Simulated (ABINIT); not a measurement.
A self-consistent single point of NaSrMg6 (Amm2, 8 atoms in the cell) with ABINIT.

Method of the run: PBEsol, norm-conserving pseudopotentials (PseudoDojo nc-sr-04 PBEsol standard) (plane waves; ABINIT).

The change in words: lattice scaled by 0.98. Reference geometry:
```
CELL_PARAMETERS angstrom
      5.40692     0.00000     0.00000
      0.00000     3.42421     5.98393
      0.00000    -3.42421     5.98393
ATOMIC_POSITIONS crystal
  Na 0.00000 0.83961 0.83961
  Sr 0.50000 0.66615 0.66615
  Mg 0.00000 0.31924 0.83984
  Mg 0.00000 0.83984 0.31924
  Mg 0.00000 0.33245 0.33245
  Mg 0.50000 0.16949 0.66989
  Mg 0.50000 0.66989 0.16949
  Mg 0.50000 0.16335 0.16335
```

Reference input (self-consistent single point, DFT, PBEsol, plane waves, norm-conserving pseudopotentials (PseudoDojo nc-sr-04 PBEsol standard)): pseudos = [Na.upf, Sr.upf, Mg.upf]; ecut = 44 Ha; ixc = -116133; occopt = 7; tsmear = 0.00183747 Ha; ngkpt = 4 3 3; nshiftk = 1; shiftk = 0 0 0; potentials = PseudoDojo nc-sr-04 PBEsol standard; nband = 51; kptopt = 1; nstep = 80. This run's input differs from it in these lines:

```diff
@@ -5,5 +5,5 @@
 rprim
-        10.2175979778    0.0000000000    0.0000000000
-         0.0000000000    6.4708190932   11.3079982976
-         0.0000000000   -6.4708190932   11.3079982976
+        10.0132467741    0.0000000000    0.0000000000
+         0.0000000000    6.3414030893   11.0818377647
+         0.0000000000   -6.3414030893   11.0818377647
 natom 8
```

Output (repeated stretches shortened):

```
--- !BeginCycle
solver: {iscf: 7, nstep: 80, nline: 4, wfoptalg: 0, }
tolerances: {toldfe: 1.00E-09, }
...

     iter   Etot(hartree)      deltaE(h)  residm     vres2
 ETOT  1  -435.19624000858    -4.352E+02 3.324E-01 6.709E+02
 ETOT  2  -435.63394037436    -4.377E-01 6.615E-03 1.466E+01
 ETOT  3  -435.63662810020    -2.688E-03 7.323E-04 6.476E-01
 ETOT  4  -435.63673959524    -1.115E-04 1.458E-03 6.069E-02
 ETOT  5  -435.63674747181    -7.877E-06 1.420E-03 3.729E-03
 ETOT  6  -435.63674791059    -4.388E-07 1.454E-03 1.878E-04
 ETOT  7  -435.63674794072    -3.014E-08 1.354E-03 3.422E-06
 ETOT  8  -435.63674794102    -2.992E-10 1.547E-04 1.017E-07
 ETOT  9  -435.63674794105    -2.376E-11 1.585E-04 2.861E-09
 At SCF step    9, etot is converged :
  for the second time, diff in etot=  2.376E-11 < toldfe=  1.000E-09

 Cartesian components of stress tensor (hartree/bohr^3)
  sigma(1 1)= -4.22247973E-05  sigma(3 2)=  0.00000000E+00
  sigma(2 2)= -1.98664680E-05  sigma(3 1)=  0.00000000E+00
  sigma(3 3)= -2.32367778E-05  sigma(2 1)=  0.00000000E+00

 ----iterations are completed or convergence reached----

 reduced coordinates (array xred) for    8 atoms
       0.000000000000      0.839610000000      0.839610000000
       0.500000000000      0.666150000000      0.666150000000
       0.000000000000      0.319240000000      0.839840000000
       0.000000000000      0.839840000000      0.319240000000
       0.000000000000      0.332450000000      0.332450000000
       0.500000000000      0.169490000000      0.669890000000
   [... lines left out ...]
 Fermi (or HOMO) energy (eV) =   3.89397   Average Vxc (eV)=  -8.52930
   [... lines left out ...]
total_energy        : -4.35636747941048E+02
total_energy_eV     : -1.18542787717459E+04
band_energy         : -9.56069246032960E+01
...

-Cartesian components of stress tensor (GPa)         [Pressure=  8.3681E-01 GPa]
- sigma(1 1)= -1.24229622E+00  sigma(3 2)=  0.00000000E+00
- sigma(2 2)= -5.84491569E-01  sigma(3 1)=  0.00000000E+00
- sigma(3 3)= -6.83649490E-01  sigma(2 1)=  0.00000000E+00

 Calculation completed.
```

The run converged in 9 iterations. Against the reference run the free energy stays essentially unchanged (within 1 meV/atom), the pressure goes from -0.73 to 0.84 GPa and the largest force goes from 0.069 to 0.059 eV/Å.

The starting cell comes from a database of computed structures (which also holds hypothetical and non-ambient phases and stackings), without a prior relaxation at this level. For this run, on top of that: lattice scaled by 0.98.

Cost on one core of a shared machine: roughly 5 min.
